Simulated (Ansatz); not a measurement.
**GaN with two functionals, isotropic strain +0.86 %**

Take GaN in the wurtzite structure (space group P6_3mc, No. 186; a = 3.219 Å, c = 5.244 Å) as the base.

(Cell as relaxed with PBE.)

Levels (all Ansatz, a quantum-chemistry and plane-wave program, PAW, earlier PAW set): PBE (420 eV, without spin-orbit coupling); r2SCAN (500 eV, without spin-orbit coupling).

Each level relaxes its own structure.

```csv
base,PBE,r2SCAN
volume per atom,11.76 Å³,11.37 Å³
lattice parameter a,3.219 Å,3.183 Å
band gap,1.71 eV,2.35 eV
```

Now apply this change: an isotropic linear strain of +0.86 %, atoms relaxed at fixed cell.

```json
[
 {"quantity": "mean gap deformation potential ΔEg/Δln V", "PBE": "-6.7 eV", "r2SCAN": "___"},
 {"quantity": "gap character", "PBE": "direct at Γ", "r2SCAN": "___"},
 {"quantity": "valence-band top at Γ (three highest levels, from the VBM)", "PBE": "0.00, 0.00, -0.03 eV", "r2SCAN": "___"},
 {"quantity": "pressure (mean of the normal stresses, compression positive)", "PBE": "-4.17 GPa", "r2SCAN": "___"}
]
```

Problem. What does r2SCAN give?

Solution. 
- mean gap deformation potential ΔEg/Δln V, r2SCAN: -7.0 eV
- gap character, r2SCAN: direct at Γ
- valence-band top at Γ (three highest levels, from the VBM), r2SCAN: 0.00, 0.00, -0.03 eV
- pressure (mean of the normal stresses, compression positive), r2SCAN: -4.77 GPa

PBE's mean gap deformation potential ΔEg/Δln V lies 0.3 eV above r2SCAN's; PBE's pressure lies 0.60 GPa above r2SCAN's; the two agree on the gap character and valence-band top at Γ. Neither level is exact; r2SCAN is the comparison here, not a measurement.

Whether these cells are dynamically stable was not tested.
